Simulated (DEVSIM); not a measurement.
Structure: GaSb p-n junction from an implanted or diffused profile, at 300 K.

Layer 1 from the left is GaSb, thickness (μm) 4.00, Nd (cm⁻³) 2.4e14, τn (s) 5.6e-9, τp (s) 5.6e-9.

Added acceptor profile: 2.7e16 cm⁻³ × exp(−(x − 0 μm)²/(2·(0.14 μm)²)). Left contact: ohmic. Right contact: ohmic. Voltage is applied to the left contact. Recombination: SRH at mid-gap, radiative. Mobility is constant in doping.

Constants are typed, rounded textbook-type inputs, not results; the design itself was drawn at random and stands for no fabricated device. Values at 300 K.

GaSb: gap (eV) 0.726, affinity (eV) 4.06, permittivity 15.7, Nc (cm⁻³) 2.1e17, Nv (cm⁻³) 1.8e19, μn (cm²/Vs) 5000, μp (cm²/Vs) 850, B (cm³/s) 1e-10.

Model (solved in DEVSIM): 1D drift-diffusion, Boltzmann statistics, complete ionisation; no tunnelling, impact ionisation, image-force lowering or self-heating.

Task: What does the simulation give for the dark forward voltage at 1 A/cm², the potential step across the device at zero bias, the dark forward voltage at 100 A/cm²?

Result: dark forward voltage at 1 A/cm² 0.215 V; potential step across the device at zero bias 0.383 V; dark forward voltage at 100 A/cm² 0.396 V.
